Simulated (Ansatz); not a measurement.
Cells marked so need not be the phases stable at ambient conditions, and some may be hypothetical.

No gap correction and no spin-orbit coupling; mid-gap values are interpolated between computed energies.

A. TaCuN₂ (R-3m, not sure to be the ambient phase, 4 atoms a cell, 12.6 Å³ an atom, -4 GPa at this level), along the normal of (110)
B. Ga2O3 (R-3c, corundum, 10 atoms a cell, 9.7 Å³ an atom), along the normal of (100)
C. WSe2 (P6_3/mmc, 6 atoms a cell, 19.8 Å³ an atom, 2 GPa at this level), along the normal of (001)

Put the candidates in order of mid-gap decay constant of the slowest evanescent state, highest first, for r2SCAN in Ansatz (a first-principles code).

B (0.25 1/Å), C (0.20 1/Å), A (0.13 1/Å)
